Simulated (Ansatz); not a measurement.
Start from ZnAu in the CsCl type structure (space group Pm-3m, No. 221; a = 3.129 Å; relaxed with 0.1 eV smearing). Axes: x, y, z lie along the cube axes.

Computed with PBEsol in Ansatz (plane waves to 420 eV, PAW, no spin-orbit coupling).

Modification: an isotropic linear strain of −2.50 %; the atoms relax in the strained cell.

**Question.** Predict the stress tensor and what it implies for the stiffness.

**Answer.** Stress of the strained cell less that of the base (GPa, compression positive):
```
   13.3     0.0     0.0
    0.0    13.3     0.0
    0.0     0.0    13.3
```

Then B = −ΔP/(ΔV/V₀) with ΔV/V₀ = -0.0731 gives secant stiffness values (nonlinear terms included at this strain): B ≈ 182 GPa.

As a check, the harmonic strain energy −½ V₀ Δσ:ε is 48 meV/atom; the computed energy rise is 43 meV/atom.

Stability against distortions was not tested.

Ansatz is an electronic-structure program.
